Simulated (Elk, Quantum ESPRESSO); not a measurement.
## One structure in several programs: EuCoGe₃ (I4mm, 5 atoms in the cell)

Self-consistent single point.

```
CELL_PARAMETERS angstrom
     -2.14432     2.14432     4.92927
      2.14432    -2.14432     4.92927
      2.14432     2.14432    -4.92927
ATOMIC_POSITIONS crystal
  Eu 0.99713 0.99713 0.00000
  Co 0.65732 0.65732 0.00000
  Ge 0.42741 0.42741 0.00000
  Ge 0.75062 0.25062 0.50000
  Ge 0.25062 0.75062 0.50000
```
Moments meant for the start (each program seeds them in its own way; μB, in the order of the atoms Eu Co Ge Ge Ge): 7.0 0.0 0.0 0.0 0.0.

All programs got the same cell, k-point mesh and kind of occupations, and the same starting moments (in Quantum ESPRESSO's words: occupations = smearing; smearing = gauss; degauss = 0.0099958 Ry; nspin = 2; K_POINTS = automatic 5 5 5 0 0 0); potentials, basis and cutoffs are each program's usual ones.

| code | model | size of the net moment (μB/atom) | k-points | cutoff |
|---|---|---|---|---|
| Quantum ESPRESSO | PBEsol, SSSP 1.1.2 efficiency (PBE) pseudopotentials | 1.31 | 18 | 50 Ry |
| Elk | PBEsol, all-electron FP-LAPW, Elk's shipped species files, APW+lo basis with extra local orbitals | 1.32 | 30 | rgkmax 7.5 |

The spread over the programs that give each value: size of the net moment within 0.01 μB/atom.

The starting cell comes from a database of computed structures (which also holds hypothetical and non-ambient phases and stackings), without a prior relaxation at this level. On Quantum ESPRESSO's run: Spin-orbit coupling is off. With one magnetic atom in the cell only a parallel order is possible. With U or open f shells several self-consistent states can exist. The f electrons are in the valence without U or exact exchange, which can misplace them near the Fermi level. Spin-orbit terms, which matter for f shells, are left out. With a pressure of about -3 GPa the cell is away from its equilibrium volume at this level.

Problem. Why do the programs differ, and what cannot be compared?

Solution. Differences of this kind can come from the potentials, where these differ, and from what each basis and cutoff leave unconverged. The zero of total energies and Fermi levels follows the potentials and each program's conventions, so they are not compared here. Elk treats all electrons, but the usual bases taken here (sphere radii, linearisation, local orbitals, empty states) were not tested for convergence, so the values are no reference for the others. Site moments depend on each program's spheres or projections; the total moment of the cell does not. The programs reduce the same mesh by symmetry to different extents, which changes the work and not the result.

Left out of this page: Ansatz and FLEUR (with a known weakness of the program).
